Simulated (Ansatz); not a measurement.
O interstitial in wurtzite AlN (start: void with 3N nearest; 96-site cell, 2×2×2 shifted sampling). Method: PBE, PAW (plane waves to 420 eV; Ansatz, an electronic-structure program). Total energies of the localised charge states, counted from that of charge 0, and their image corrections (point charge with alignment); the host's valence-band maximum lies at 6.942 eV on the cells' energy zero and its gap is 4.03 eV.

```tsv
charge	moment (μB)	E − E(first) (eV)	correction (eV)
0	2.0	0.000	0.000
−1	1.0	7.648	0.135
−2	not spin-polarised	15.725	0.681
```

### Question
Derive the transition levels above the valence-band maximum and say which of them are thermodynamic.

### Answer
A level is the Fermi energy at which two charges have equal formation energy: ε(q/q′) = [E(q′) + corr(q′) − E(q) − corr(q)] / (q − q′) − E_VBM.
ε(0/−1) = [(7.648 + 0.135) − (0.000 + 0.000)] / 1 − 6.942 = 0.84 eV
ε(−1/−2) = [(15.725 + 0.681) − (7.648 + 0.135)] / 1 − 6.942 = 1.68 eV
Thermodynamic levels at least 0.1 eV inside the gap: (0/−1) at 0.84 eV; (−1/−2) at 1.68 eV. They hold to tenths of an eV in this cell. Charges with a result: +1, 0, −1, −2. Others weren't obtained, and one of them could lie lower, also by skipping a charge. Charge +1 has its level within 0.1 eV of a band edge or past it. The geometries come from one start. Flagged in the runs: a host whose relaxation on this sampling wasn't shown to rest, a strain field that reaches the edge of the cell.
